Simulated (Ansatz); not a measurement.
Where the default PAW files enter, the runs use the earlier of Ansatz's two default sets.

Input:

```
ZnS
1.0
    3.80580     0.00000     0.00000
    0.00000     6.23798     0.00000
    1.90290     0.00000     3.29592
Zn S
2 2
Cartesian
  1.90290   6.23711   1.09864
  3.80580   3.11812   2.19728
  1.90290   3.89961   1.09864
  3.80580   0.78062   2.19728
```

Space group of this cell: P6_3mc, wurtzite. The cell is taken as given.

The current runs along the normal of the first two printed vectors, the (100) plane. All runs by Ansatz (a first-principles code), plane waves and PAW, without spin-orbit coupling; the base is r2SCAN.

```json
[
 {"run": "base", "mean pressure (GPa)": "0.2", "gap (eV)": "2.79", "mid-gap κ (1/Å)": "0.187"},
 {"run": "all lengths scaled by 0.98", "mean pressure (GPa)": "5.6", "gap (eV)": "___", "mid-gap κ (1/Å)": "___"},
 {"run": "all lengths scaled by 1.02", "mean pressure (GPa)": "-3.9", "gap (eV)": "___", "mid-gap κ (1/Å)": "___"},
 {"run": "lda in place of r2scan", "mean pressure (GPa)": "-3.9", "gap (eV)": "1.96", "mid-gap κ (1/Å)": "0.142"},
 {"run": "lengths across the current scaled by 0.98, ions clamped", "mean pressure (GPa)": "3.7", "gap (eV)": "2.96", "mid-gap κ (1/Å)": "0.196"},
 {"run": "lengths across the current scaled by 1.02, ions clamped", "mean pressure (GPa)": "-2.7", "gap (eV)": "2.54", "mid-gap κ (1/Å)": "0.178"},
 {"run": "lengths along the current scaled by 0.97, ions clamped", "mean pressure (GPa)": "2.8", "gap (eV)": "2.82", "mid-gap κ (1/Å)": "0.193"},
 {"run": "lengths along the current scaled by 1.03, ions clamped", "mean pressure (GPa)": "-1.9", "gap (eV)": "2.61", "mid-gap κ (1/Å)": "0.181"},
 {"run": "pbesol in place of r2scan", "mean pressure (GPa)": "-1.3", "gap (eV)": "___", "mid-gap κ (1/Å)": "___"}
]
```

Problem. What belongs in the gaps?

Solution. 
- all lengths scaled by 0.98, gap (eV): 3.08
- all lengths scaled by 0.98, mid-gap κ (1/Å): 0.200
- all lengths scaled by 1.02, gap (eV): 2.51
- all lengths scaled by 1.02, mid-gap κ (1/Å): 0.174
- pbesol in place of r2scan, gap (eV): 2.08
- pbesol in place of r2scan, mid-gap κ (1/Å): 0.150
